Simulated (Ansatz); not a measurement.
NiAs-type NiSb, treated with r²SCAN in Ansatz (PAW).

Run with plane-wave cutoff 560 eV, 18×18×12 k mesh (along the axes of the cell as run), Fermi–Dirac smearing 0.05 eV, no spin polarisation, scalar-relativistic PAW data made under PBE.

Cell (relaxed at this level):

```xyz
4
Lattice="1.9654 -3.4042 0.0000 1.9654 3.4042 0.0000 0.0000 0.0000 5.1203" Properties=species:S:1:pos:R:3 pbc="T T T"
Ni     0.0000     0.0000     2.5601
Ni     0.0000     0.0000     0.0000
Sb     1.9654     1.1347     1.2801
Sb     1.9654    -1.1347     3.8402
```

**Question.** What does this level give for the bulk modulus B0 and pressure derivative B′ of the bulk modulus?

**Answer.** 
bulk modulus B0: 124 GPa
pressure derivative B′ of the bulk modulus: 4.9

The run finds no gap.

Note: the bulk modulus comes from volumes at which shape and atoms were relaxed.

Spin–orbit coupling is not included.

Computed values are for the static lattice.

The result took around 19 core-minutes (rough).

Ansatz is a first-principles code.
